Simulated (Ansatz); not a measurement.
**Se (space group P3_121, No. 152; made of chains)**

Space group P3₁21 (No. 152); a = 4.039 Å, b = 4.039 Å, c = 5.121 Å, α = 90.00°, β = 90.00°, γ = 120.00°

```tsv
atom	site	symmetry	x	y	z
Se	3b	.2.	0.7513	0.7513	0.5000
```

Method: Ansatz (an electronic-structure program), PBEsol, PAW, cutoff 420 eV, no spin-orbit coupling. Γ-centred 9×9×7 mesh, Fermi–Dirac width 0.05 eV.

The volume per atom is 24.12 Å³ and the density is 5.44 g/cm³. The band gap comes out as 0.39 eV, indirect, L–H (83 % along) → H, the electron mass is 0.087 mₑ and the total energy comes out as -5424.207 eV/atom (σ→0; compares only within this code and set-up).

Masses are band curvatures over ±0.01 Å⁻¹ around the edge. No phonon test of stability was made. No dispersion term is included in the PBEsol runs.
